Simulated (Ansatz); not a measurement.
# NiO in the rock salt structure (space group Fm-3m, No. 225; ferromagnetic)

```
NiO
1.0
    0.00000     2.10209     2.10209
    2.10209     0.00000     2.10209
    2.10209     2.10209     0.00000
O Ni
1 1
Direct
  0.00000   0.00000   0.00000
  0.50000   0.50000   0.50000
```

Method: PBEsol+U (U_eff on d states: Ni 6.20 eV), PAW, 420 eV (Ansatz, a first-principles code; spin-orbit coupling left out). k-mesh 13×13×13 (Γ-centred); smearing 0.05 eV (Fermi–Dirac).

- Volume per atom = 9.29 Å³
- Density = 6.68 g/cm³
- Band gap = 1.93 eV, indirect, L → Γ
- Magnetic state = ferromagnetic
- Total energy = -3181.570 eV/atom (σ→0; compares only within this code and set-up)

The magnetic state is the one reached from the starting moments; the real material's order can differ, and small cells can't hold many antiferromagnetic ones. Whether these cells are dynamically stable was not tested. A gap here joins edges of opposite spin (a spin-flip gap). In its common phase, real NiO is an antiferromagnetic insulator at low temperature. The U values are a database's picks, fitted on other projectors than the ortho-atomic ones used here.
